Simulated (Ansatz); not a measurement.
Cost and result by functional for the surface energy of the (001) surface of beta Ga2O3 in its 1x1 cell (cut with top plane O, bottom plane O), outermost plane spacing 0.55 Å in the ideal cut, in Ansatz (plane waves, PAW). Single points on the PBE structure, on one kind of machine; costs are rough ratios of the slab run's core time (references not counted) to the cheapest single point. r2SCAN's cost holds its higher cutoff (500 against 420 eV). Differences are taken against r2SCAN for comparison alone: no measured value is at hand, so the table doesn't rank accuracy.

Set-up: 30 atoms, Ga12O18, 15.9 Å thick at the start; mesh 9x4x1; 0.025 eV smearing; dipole correction on; all atoms relaxed; held to the part of the start's symmetry that mesh and held atoms allow; no spin, no spin-orbit, no U. These notes are the PBE run's.

```csv
functional,relative cost,surface energy (J/m²),less r2SCAN (J/m²)
RPBE,1,1.42,-0.58
LDA,1,2.04,0.04
PBEsol,1,1.82,-0.18
r2SCAN,2,2.00,0.00
PBE (the relaxed run's value),–,1.63,-0.37
```

The values span 0.62 J/m², while the single points' costs differ by a factor of roughly 2. Differences are of unrounded values.

Ansatz is a quantum-chemistry and plane-wave program.
